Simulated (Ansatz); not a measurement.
Consider WC (space group P-6m2, No. 187; relaxed with 0.1 eV smearing).

```
WC
1.0
    2.91268     0.00000     0.00000
   -1.45634     2.52245     0.00000
    0.00000     0.00000     2.83536
W C
1 1
Direct
  0.00000   0.00000   0.00000
  0.66667   0.33333   0.50000
```

Cartesian axes are those of the cell as printed.

Computed with DFT with r2SCAN, PAW potentials and a 500 eV plane-wave cutoff in Ansatz (a first-principles code), spin-orbit coupling left out.

One thing is altered: the cell is compressed by 2.01 % along y with no lateral relaxation, atoms relaxed at fixed cell.

Task: Predict the stress tensor and what it implies for the stiffness.

Result: Stress of the strained cell less that of the base (GPa, compression positive):
```
    5.2     0.0     0.0
    0.0    15.7     0.0
    0.0     0.0     3.7
```

Then −Δσ_ii/ε with ε = -0.0201 gives secant stiffness values (nonlinear terms included at this strain): C22 ≈ 780 GPa, C12 ≈ 260 GPa and C23 ≈ 182 GPa.

As a check, the harmonic strain energy −½ V₀ Δσ:ε is 10 meV/atom; the computed energy rise is 10 meV/atom.

Whether these cells are dynamically stable was not tested. The final runs are not spin-polarised.
